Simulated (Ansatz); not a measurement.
Reference: BaO (Fm-3m), PBEsol with spin-orbit coupling, rigid bands (plane waves, PAW; Ansatz, an electronic-structure program); geometry: cell and atoms relaxed with PBEsol.

```cif
data_BaO
_chemical_formula_sum 'Ba1 O1'
_space_group_name_H-M_alt 'P 1'
_space_group_IT_number 1
_cell_length_a 3.88196
_cell_length_b 3.88196
_cell_length_c 3.88196
_cell_angle_alpha 60.000
_cell_angle_beta 60.000
_cell_angle_gamma 60.000
loop_
_space_group_symop_operation_xyz
  'x, y, z'
loop_
_atom_site_label
_atom_site_type_symbol
_atom_site_fract_x
_atom_site_fract_y
_atom_site_fract_z
_atom_site_occupancy
Ba1 Ba 0.00000 0.00000 0.00000 1
O1 O 0.50000 0.50000 0.50000 1
```

band gap: 1.80 eV
electron conductivity mass: 0.50 mₑ
hole conductivity mass: 1.01 mₑ
Seebeck coefficient, n-type 1e19 cm⁻³: -318 μV/K

**Question.** Replace O by S on the same sites and relax. What happens?

**Answer.** BaS (Fm-3m): volume per atom 20.7 to 31.7 Å³; band gap rises (1.80 eV to 1.99 eV); electron conductivity mass falls (0.50 mₑ to 0.43 mₑ); hole conductivity mass falls (1.01 mₑ to 0.91 mₑ); Seebeck coefficient, n-type 1e19 cm⁻³ stays about the same (-318 μV/K to -305 μV/K).

**Question.** Replace O by Te on the same sites and relax. What happens?

**Answer.** BaTe (Fm-3m): volume per atom 20.7 to 41.8 Å³; band gap falls (1.80 eV to 1.19 eV); electron conductivity mass falls (0.50 mₑ to 0.36 mₑ); hole conductivity mass falls (1.01 mₑ to 0.50 mₑ); Seebeck coefficient, n-type 1e19 cm⁻³ falls in size (-318 μV/K to -288 μV/K).

Moves up to 5 % count as about the same. Masses are for dilute carriers at 300 K, harmonic means over directions unless an axis is named. Seebeck coefficients are for the stated density at 300 K, with one relaxation time for all states and whether or not that doping can be reached.

Formula and space group known from diffraction (Crystallography Open Database), not checked to be the room-temperature form: BaS (Fm-3m), BaTe (Fm-3m).
